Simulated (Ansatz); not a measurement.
The starting structures come from a database of crystals and need not be the phases stable at ambient conditions.

Given:

```xyz
4
Lattice="4.1115 0.0000 0.0000 0.0000 4.2682 0.0000 2.0557 0.0000 5.8148" Properties=species:S:1:pos:R:3 pbc="T T T"
Pb     4.1115     3.2012     1.4750
Pb     2.0557     1.0671     4.3398
S      4.1115     3.2012     4.1790
S      2.0557     1.0671     1.6358
```

Space group of this cell: Cmcm. The cell was relaxed by PBE-D3(BJ); by r2SCAN its mean pressure is 1.2 GPa.

Transport runs along the normal of the first two printed cell vectors.

The gap is the functional's own, uncorrected, and κ follows it; spin-orbit coupling is left out. Mid-gap values are interpolated between the computed energies.

Give the band gap and the smallest decay constant κ at mid-gap that r2SCAN (Ansatz, a program for electronic structure) yields.

Gap 1.38 eV on a 8×8×8 mesh; κ = 0.112 1/Å, at (0.125, 0.000) of the in-plane reciprocal vectors. At the zone centre, at the nearest computed energy, the slowest state has κ = 0.12 1/Å.
